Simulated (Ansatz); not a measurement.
Input and output of a relaxation of cell and atoms for HfAu2 (I4/mmm, 3 atoms in the cell) (Ansatz, a program for electronic structure).

Method of the run: LDA (PW92), PAW files made with PBE (plane waves; Ansatz).

```xyz
3
Lattice="-1.7301 1.7301 4.2513 1.7301 -1.7301 4.2513 1.7301 1.7301 -4.2513" Properties=species:S:1:pos:R:3 pbc="T T T"
Hf     0.0000     0.0000     0.0000
Au     0.0000     0.0000     5.6742
Au     0.0000     0.0000     2.8284
```

Reference input (self-consistent single point, DFT, LDA (PW92), plane waves, PAW files made with PBE): basis.ecutwfc = 420 eV; kpoints.mp_grid.grid = 11 11 11; hamiltonian.xc = lda; hamiltonian.pseudopotentials = {kind: paw} (an earlier, softer set of the program's PAW files); scf.occupations.method = fermi_dirac; scf.occupations.width = 0.1 eV. This run's input differs from it in these lines:

```diff
@@ -19,2 +19,4 @@
   occupations: { method: fermi_dirac, width: 0.1 }
+relax:
+  cell: {}
 output:
```

Output, abridged:

```
   [... SCF lines of the steps left out ...]
relax step   1: F+E_penalty+E_count = -41212.17061414 eV  Δ(F+E_penalty+E_count) = +0.000e0 eV  max|allowed force component| = 9.592e-2 eV/Å  Δτ_max = 0.0000 Å  P = +6.646 GPa  Ω = 50.903 Å³  (11 SCF iters, dr2 threshold 1.00e-7 eV, accepted)
relax step   2: F+E_penalty+E_count = -41212.02263635 eV  Δ(F+E_penalty+E_count) = +1.480e-1 eV  max|allowed force component| = 1.984e-1 eV/Å  Δτ_max = 0.0154 Å  P = -12.307 GPa  Ω = 56.844 Å³  energy of the carried Pulay correction = -1.639e-3 eV  [...]
   [... lines left out ...]
relax step   5: F+E_penalty+E_count = -41212.20374009 eV  Δ(F+E_penalty+E_count) = -1.160e-5 eV  max|allowed force component| = 1.261e-4 eV/Å  Δτ_max = 0.0003 Å  P = +0.000 GPa  Ω = 52.558 Å³  energy of the carried Pulay correction = -4.754e-4 eV  [...]
relax step   6: F+E_penalty+E_count = -41212.20420486 eV  Δ(F+E_penalty+E_count) = -4.648e-4 eV  max|allowed force component| = 2.243e-5 eV/Å  Δτ_max = 0.0000 Å  P = -0.003 GPa  Ω = 52.558 Å³  stress off target by 6.09e-3 GPa  SCF on the basis [...]
basis re-selected at this cell: Δ(F+E_penalty+E_count) = -4.648e-4 eV, ΔP = -0.003 GPa vs the last step
the relaxation is at rest under the 16 symmetry operations that the run kept from its start: a minimum is not shown …
Free energy (F): -41212.204205 eV
Internal energy: -41212.159235 eV  (E = F + TS)
E sigma→0 (E₀):  -41212.181720 eV
Entropy (-TS):   -0.044970 eV (-14.990 meV/atom)
Fermi energy:    21.866208 eV
--- Forces (eV/Å), atoms counted from 1 ---
  atom   1  Hf     0.00000000     0.00000000     0.00000000
   [... lines left out ...]
  cell:  # Å, volume = 52.5580 Å³
   [... lines left out ...]
    - [1.7487872923620478, -1.7487872923620478, 4.296402693266051]
    - [1.7487872923620478, 1.7487872923620478, -4.296402693266051]
  atoms:
    - { symbol: Hf, position: [2.125230041647338e-20, 2.1252300416473383e-20, 2.572759184496491e-36] }
    - { symbol: Au, position: [0.6678010542492652, 0.6678010542492652, -9.602551885796758e-37] }
    - { symbol: Au, position: [0.33219894575073494, 0.33219894575073494, -1.6125039959168144e-36] }
```

The run converged. 

Summary of the result:
```
Property                                                                                                              Result
-----------------------------------------------  ---------------------------------------------------------------------------
Free energy E − TS (on the zero of these files)                                                               -41212.2042 eV
Fermi level (on the code's own zero)                                                                                21.87 eV
Pressure                                                                                                            0.00 GPa
Final cell                                       a = 4.957 Å, b = 4.957 Å, c = 4.957 Å, α = 138.69°, β = 138.69°, γ = 59.85°
Final volume per atom                                                                                               17.52 Å³
Relaxation steps                                                                                                           6
```

The starting cell comes from a database of computed structures (which also holds hypothetical and non-ambient phases and stackings), without a prior relaxation at this level. Its lattice was rescaled by a random factor within 2.5 % of one. The relaxation keeps the symmetry of its start, so its end need not be a minimum. Ansatz's pressure includes its estimate of the finite-basis (Pulay) stress.

Cost on one core of a shared machine: roughly 3 min.

Keys are those of Ansatz 0.2.
